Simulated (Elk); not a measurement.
## Elk run on MgCd3 (P-6m2, 4 atoms in the cell): self-consistent single point

Method of the run: Elk with PBEsol, all-electron FP-LAPW, Elk's shipped species files, APW+lo basis with extra local orbitals.

Input as run:

```
tasks
  0

xctype
  22

tforce
  .true.

rgkmax
  8.0

gmaxvr
  18.0

lmaxapw
  10

lmaxo
  8

nxlo
  2

lorbcnd
  .true.

lradstp
  2

nrmtscf
  2.0

lmaxi
  4

stype
  0

swidth
  0.00183747

maxscl
  100

scale
  5.923497814

avec
    1.0000000000   -0.0000000038    0.0000000000
   -0.4999999967    0.8660254057    0.0000000000
    0.0000000000    0.0000000000    3.2024736437

atoms
  2
  'Mg.in'
  1
  0.0000000000  0.0000000000  0.5000000000    0.0 0.0 0.0
  'Cd.in'
  3
  0.0000000000  0.0000000000  0.0000000000    0.0 0.0 0.0
  0.6666666667  0.3333333333  0.7477900000    0.0 0.0 0.0
  0.6666666667  0.3333333333  0.2522100000    0.0 0.0 0.0

ngridk
  10 10 3
```

Output (repeated stretches shortened):

```
│ Elk code version 10.2.4 │

All units are atomic (Hartree, Bohr, etc.)

│ Ground-state run starting from atomic densities │

Lattice vectors :
   5.923497814     -0.2250929169E-07   0.000000000
  -2.961748887       5.129899598       0.000000000
   0.000000000       0.000000000       18.96984563

Unit cell volume      :    576.4357314
Brillouin zone volume :   0.4303172062

Muffin-tin inner radius fraction :   0.1000000000E-01

Nuclei treated as point charges

Species :    1 (Mg)
 parameters loaded from : Mg.in
 name : magnesium
 nuclear charge    :   -12.00000000
 electronic charge :    12.00000000
 atomic mass :    44305.30462
 muffin-tin radius :    2.200000000
 number of radial points in muffin-tin :    799
 atomic positions (lattice), magnetic fields (Cartesian) :
   1 :   0.00000000  0.00000000  0.00000000    0.00000000  0.00000000  0.00000000

Species :    2 (Cd)
 parameters loaded from : Cd.in
 name : cadmium
 nuclear charge    :   -48.00000000
 electronic charge :    48.00000000
 atomic mass :    204912.7175
 muffin-tin radius :    2.600000000
 number of radial points in muffin-tin :   1199
 atomic positions (lattice), magnetic fields (Cartesian) :
   1 :   0.00000000  0.00000000  0.50000000    0.00000000  0.00000000  0.00000000
   2 :   0.66666667  0.33333333  0.24779000    0.00000000  0.00000000  0.00000000
   3 :   0.66666667  0.33333333  0.75221000    0.00000000  0.00000000  0.00000000

Total number of atoms per unit cell :    4

Spin treatment :
 spin-unpolarised

Number of Bravais lattice symmetries :   24
Number of crystal symmetries         :   12
Crystal has no inversion symmetry
Complex Hermitian eigensolver will be used

k-point grid :     10    10     3
k-point offset :    0.000000000       0.000000000       0.000000000
k-point set is reduced with full crystal symmetry group
Total number of k-points :       44

Muffin-tin radius times maximum |G+k| :    8.000000000
 using average radius
   [... lines left out ...]
Maximum |G| for potential and density :    18.00000000
 potential will be trimmed for |G| > 2 gkmax
Constant for pseudocharge density :   12
Radial integration step length :    2

G-vector grid sizes :     35    35   112
Number of G-vectors :    56605

Maximum angular momentum used for
 APW functions                      :   10
 outer part of muffin-tin           :    8
 inner part of muffin-tin           :    4

Total nuclear charge    :   -156.0000000
Total core charge       :    92.00000000
Total valence charge    :    64.00000000
Total excess charge     :    0.000000000
Total electronic charge :    156.0000000

Effective Wigner radius, rₛ :   0.9590602589

Number of empty states         :   16
Total number of valence states :   48
Total number of core states    :   92

Conduction state local-orbitals added automatically
Total number of local-orbitals :  443

Exchange-correlation functional :     22     0     0
 PBEsol, Phys. Rev. Lett. 100, 136406 (2008)
 gradient requirement :    1
 generalised gradient approximation (GGA)

Smearing type :    0
 Gaussian
Smearing width :   0.1837470000E-02
Effective electronic temperature (K) :    580.2271348

Mixing type :    3
 Broyden mixing, J. Phys. A: Math. Gen. 17, L317 (1984)

Kohn-Sham potential initialised from atomic data
│ Self-consistent loop started │
│ Loop number : 1 │
 total energy                :     -16974.7516767
│ Loop number : 2 │
 total energy                :     -16975.4622922
RMS change in Kohn-Sham potential (target) :   0.2839145204     (  0.1000000000E-05)
Absolute change in total energy (target)   :   0.7106155217     (  0.1000000000E-03)
│ Loop number : 3 │
 total energy                :     -16974.5009825
RMS change in Kohn-Sham potential (target) :   0.2830694231     (  0.1000000000E-05)
Absolute change in total energy (target)   :   0.7836558409     (  0.1000000000E-03)
│ Loop number : 4 │
 total energy                :     -16976.5285464
RMS change in Kohn-Sham potential (target) :   0.2464455027     (  0.1000000000E-05)
Absolute change in total energy (target)   :    1.831649935     (  0.1000000000E-03)
│ Loop number : 5 │
 total energy                :     -16977.8982014
RMS change in Kohn-Sham potential (target) :   0.1323093420     (  0.1000000000E-05)
Absolute change in total energy (target)   :    1.827567467     (  0.1000000000E-03)
   [... lines left out ...]
Absolute change in total energy (target)   :   0.9878030738E-02 (  0.1000000000E-03)
│ Loop number : 12 │
 total energy                :     -16980.2520623
RMS change in Kohn-Sham potential (target) :   0.7593806697E-05 (  0.1000000000E-05)
Absolute change in total energy (target)   :   0.3310269138E-02 (  0.1000000000E-03)
│ Loop number : 13 │
 total energy                :     -16980.2523975
RMS change in Kohn-Sham potential (target) :   0.1374271519E-05 (  0.1000000000E-05)
Absolute change in total energy (target)   :   0.4924085224E-03 (  0.1000000000E-03)
│ Loop number : 14 │
 total energy                :     -16980.2521346
RMS change in Kohn-Sham potential (target) :   0.9649245849E-06 (  0.1000000000E-05)
Absolute change in total energy (target)   :   0.3859934441E-03 (  0.1000000000E-03)
│ Loop number : 15 │
 total energy                :     -16980.2521686
RMS change in Kohn-Sham potential (target) :   0.1495896662E-06 (  0.1000000000E-05)
Absolute change in total energy (target)   :   0.6253812899E-04 (  0.1000000000E-03)
Convergence targets achieved

│ Loop number : 16 │

Energies :
 Fermi                       :     0.225596810068
 sum of eigenvalues          :     -10179.5700838
 electron kinetic            :      17791.8259565
 core electron kinetic       :      17168.6569439
 Coulomb                     :     -34299.6430858
 Coulomb potential           :     -27350.6048457
 nuclear-nuclear             :     -1326.36250184
 electron-nuclear            :     -38595.9563221
 Hartree                     :      5622.67573817
 Madelung                    :     -20624.3406629
 xc potential                :     -620.791194558
 exchange                    :     -463.189445867
 correlation                 :     -9.24557182296
 total energy                :     -16980.2521469

Density of states at Fermi energy :    9.770365507
 (states/Hartree/unit cell)

Estimated indirect band gap :   0.5825639254E-02
 from k-point     17 to k-point      8
Estimated direct band gap   :   0.1370856072E-01
 at k-point     22

Charges :
 core                        :    92.00000000
 valence                     :    64.00000000
 interstitial                :    5.563037299
 muffin-tins (core leakage)
  species :    1 (Mg)
   atom    1                 :    10.47489797     (  0.6661338148E-15)
  species :    2 (Cd)
   atom    1                 :    46.63740819     (  0.2435656374E-03)
   atom    2                 :    46.66232827     (  0.2437708291E-03)
   atom    3                 :    46.66232827     (  0.2437708291E-03)
 total in muffin-tins        :    150.4369627
 total calculated charge     :    155.9989822
 total charge                :    156.0000000
 error                       :   0.1017783406E-02

│ Self-consistent loop stopped │

Forces :
 species :    1 (Mg)
  atom :    1
   Hellmann-Feynman          :     0.00000000   -0.00000000    0.00000000
   IBS                       :    -0.00000000    0.00000000    0.00000000
   total force               :     0.00000000   -0.00000000    0.00000000
   total magnitude           :     0.00000000
 species :    2 (Cd)
  atom :    1
   Hellmann-Feynman          :     0.00000000    0.00000000    0.00000000
   IBS                       :    -0.00000000   -0.00000000    0.00000000
   total force               :     0.00000000    0.00000000    0.00000000
   total magnitude           :     0.00000000
  atom :    2
   Hellmann-Feynman          :     0.00000000    0.00000000   -0.15743602
   IBS                       :    -0.00000000   -0.00000000    0.15759951
   total force               :    -0.00000000    0.00000000    0.00016349
   total magnitude           :     0.00016349
  atom :    3
   Hellmann-Feynman          :    -0.00000000    0.00000000    0.15743602
   IBS                       :     0.00000000   -0.00000000   -0.15759951
   total force               :    -0.00000000    0.00000000   -0.00016349
   total magnitude           :     0.00016349
```

The run converged in 16 iterations. The count includes the last loop, which Elk runs after its targets are met.

The starting cell comes from a database of computed structures (which also holds hypothetical and non-ambient phases and stackings), without a prior relaxation at this level. Values depend on the basis (sphere radii, cutoffs, local orbitals), which need not be converged. The log's line on a gap gives a spacing of levels on this mesh, which the program prints for metals too.

Cost on one core of a shared machine: roughly 4 min.
